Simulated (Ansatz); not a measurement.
Structures of equal composition on the (0001) surface of wurtzite GaN (Ga plane on top): 2x2 O adatom at H3; 2x2 O adatom at T4. The slabs share one bottom face, and each structure is named by its start. These are constructed structures in small cells; real faces may alloy, dewet or reconstruct in larger ones, and not all known structures of the face are among them. Slabs of about 14 Å with all that they carry, Fermi-Dirac smearing of 0.025 eV. Bottom of the slabs: H caps. Relaxed from the named starts with such symmetry as they have, on meshes of like density; energies extrapolated to zero smearing; no spin-orbit coupling, no U. Spin-polarised runs, if any, are marked in brackets, and their order is one that fits the cell; the others ran without spin. Where a second, spin-polarised start was run, the lower counts.

Host crystal: wurtzite GaN, with a band gap (PBE, scalar-relativistic without spin-orbit coupling).

Calculation: r2SCAN, at the PBE geometry (plane waves to 500 eV, PAW; Ansatz, a first-principles code).

Q: Put the candidates in order of energy per 1x1 cell, lowest first, for r2SCAN, at the PBE geometry.

A: 2x2 O adatom at H3 (0.000 eV [spin, 0.1 μB a cell], no gap over 0.04 eV on the mesh), 2x2 O adatom at T4 (0.290 eV (1 N–O bonds broke) [spin start, no net moment], no gap over 0.04 eV on the mesh)
